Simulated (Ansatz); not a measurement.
## ZnS, response to strain

Take ZnS in the wurtzite structure (space group P6_3mc, No. 186) as the base.

```xyz
4
Lattice="3.7383 0.0000 0.0000 -1.8691 3.2374 0.0000 0.0000 0.0000 6.1429" Properties=species:S:1:pos:R:3 pbc="T T T"
Zn     0.0000     2.1583     0.0036
Zn     1.8691     1.0791     3.0751
S      0.0000     2.1583     2.2999
S      1.8691     1.0791     5.3714
```

Cartesian axes are those of the cell as printed.

Strains are applied to the cell and any free atomic positions relax.

Computed with Kohn–Sham DFT with the LDA functional, run in Ansatz (a program for electronic structure) with PAW and 420 eV plane waves, spin-orbit coupling left out.

Notes on the quantities. pressure: mean of the normal stresses, compression positive; energy relative to the base: free energy F.

| change | pressure | energy relative to the base | electron mass |
|---|---|---|---|
| base | 0.0 kbar | 0 meV/atom | 0.15 mₑ along c, 0.18 mₑ across (at Γ) |
| uniaxial strain ε_zz = +0.60 % | (withheld) | +0.3 meV/atom | 0.15 mₑ along z, 0.18 mₑ across (at Γ) |
| uniaxial strain ε_zz = +1.20 % | -10.3 kbar | +1.4 meV/atom | 0.15 mₑ along z, 0.18 mₑ across (at Γ) |
| uniaxial strain ε_zz = +1.80 % | -15.2 kbar | (withheld) | 0.15 mₑ along z, 0.18 mₑ across (at Γ) |
| uniaxial strain ε_zz = +2.40 % | -20.0 kbar | +5.3 meV/atom | 0.14 mₑ along z, 0.18 mₑ across (at Γ) |
| uniaxial strain ε_zz = +3.00 % | -24.5 kbar | +8.3 meV/atom | 0.14 mₑ along z, 0.18 mₑ across (at Γ) |

### Question
Fill in the withheld entries from the trend.

### Answer

- uniaxial strain ε_zz = +0.60 %, pressure: -5.3 kbar
- uniaxial strain ε_zz = +1.80 %, energy relative to the base: +3.0 meV/atom

The levels and masses belong to the bands next to the band gap. Masses are band curvatures over ±0.01 Å⁻¹ around the edge. No phonon test of stability was made.
